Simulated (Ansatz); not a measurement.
Take ZnS in the zinc blende structure (space group F-43m, No. 216) as the base.

```xyz
2
Lattice="0.0000 2.6783 2.6783 2.6783 0.0000 2.6783 2.6783 2.6783 0.0000" Properties=species:S:1:pos:R:3 pbc="T T T"
Zn     0.0000     0.0000     0.0000
S      1.3392     1.3392     1.3392
```

Method: PBEsol (Ansatz, a program for electronic structure), no spin-orbit coupling.

Before the change:

```
Property                Value
-------------  --------------
Electron mass  0.17 mₑ (at Γ)
```

Now apply this change: the cell is scaled by 1.0050 in all directions, atoms relaxed at fixed cell.

**Question.** How does this affect the electron mass and energy relative to the base?

**Answer.** The electron mass becomes 0.16 mₑ (at Γ) (base: 0.17 mₑ (at Γ)); the energy rises by 1.1 meV/atom.

The levels and masses belong to the bands next to the band gap. The cells carry an imposed strain or load. Masses are band curvatures over ±0.01 Å⁻¹ around the edge. No phonon test of stability was made.
